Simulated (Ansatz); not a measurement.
# Effective masses and thermopower of SiSe₂ (Ibam)

Data:

```
Se2Si
1.0
   -2.92759     4.38166     2.88903
    2.92759    -4.38166     2.88903
    2.92759     4.38166    -2.88903
Si Se
2 4
Direct
  0.75000   0.75000   0.00000
  0.25000   0.25000   0.00000
  0.13262   0.22751   0.36012
  0.86738   0.77249   0.63988
  0.36738   0.72751   0.09489
  0.63262   0.27249   0.90511
```

These are PBEsol+D3BJ, rigid bands (plane waves, PAW, scalar-relativistic; Ansatz, an electronic-structure program) values and carry that method's errors. How the cell was made: cell and atoms relaxed with PBEsol+d3bj.

The band gap comes out as 1.25 eV, the electron conductivity mass (300 K, dilute) comes out as 0.50 (x), 0.39 (y), 0.62 (z) mₑ and the effective density of states N_c (300 K) comes out as 8.6e18 cm⁻³. The density-of-states mass, electrons is 0.49 mₑ, the Seebeck coefficient, n-type 1e19 cm⁻³, 300 K is -209 μV/K and the best n-type power factor at 300 K for τ = 10 fs (best axis; densities from 1e16 to 1e21 cm⁻³ tried, whether or not they can be reached) comes out as 3.4 μW/(cm·K²) at 3e19 cm⁻³.

Rigid bands; masses and Seebeck coefficients take one relaxation time τ for all states and one kind of carrier; polarons and phonon drag are left out. Spin-orbit coupling is left out. Geometry: cell and atoms relaxed with PBEsol+D3(BJ).

Formula and space group known from diffraction (Crystallography Open Database), not checked to be the room-temperature form: SiSe2 (Ibam). PBEsol with a dispersion correction tends to overbind, so the cell can be several per cent short, in bad cases over ten, which usually narrows a gap: SiSe2 (Ibam).
